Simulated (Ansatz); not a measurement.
Band structure of Sc (P6_3/mmc, 4 atoms in the cell).

```
CELL_PARAMETERS angstrom
      3.22198     0.00000     0.00000
     -1.61099     2.79031     0.00000
      0.00000     0.00000    10.36672
ATOMIC_POSITIONS crystal
  Sc 0.00000 0.00000 0.00000
  Sc 0.00000 0.00000 0.50000
  Sc 0.33333 0.66667 0.25000
  Sc 0.66667 0.33333 0.75000
```

Method: PBE, PAW files (plane waves; Ansatz, a program for electronic structure).

Settings: basis.ecutwfc = 30.9 Ry; kpoints.mp_grid.grid = 8 8 3; hamiltonian.xc = pbe; hamiltonian.pseudopotentials = {kind: paw} (the program's default PAW files); scf.occupations.method = fermi_dirac; scf.occupations.width = 0.0073 Ry; kpoints.band_path.npoints = 8.

The starting cell was generated: these elements placed on a structure prototype, without a prior relaxation; it need not be a known phase or ordering of this composition. Its lattice was rescaled by a random factor within 2.5 % of one.

Levels in eV from the Fermi level, bands 19 to 26:
```csv
point,19,20,21,22,23,24,25,26
Γ,-3.72,-1.78,0.46,0.82,0.87,1.54,1.54,1.58
M,-1.28,-1.20,-0.52,-0.37,-0.36,0.25,0.86,1.34
K,-0.63,-0.50,-0.50,-0.32,-0.32,-0.16,0.30,0.57
A,-2.38,-2.38,0.44,0.44,1.46,1.46,1.64,1.64
L,-1.40,-1.40,-0.51,-0.51,0.04,0.04,1.27,1.27
H,-0.54,-0.54,-0.48,-0.48,-0.40,-0.40,0.63,0.63
```

Bands cross the Fermi level along this path, so the cell is metallic at this level.

Keys are those of Ansatz 0.2.
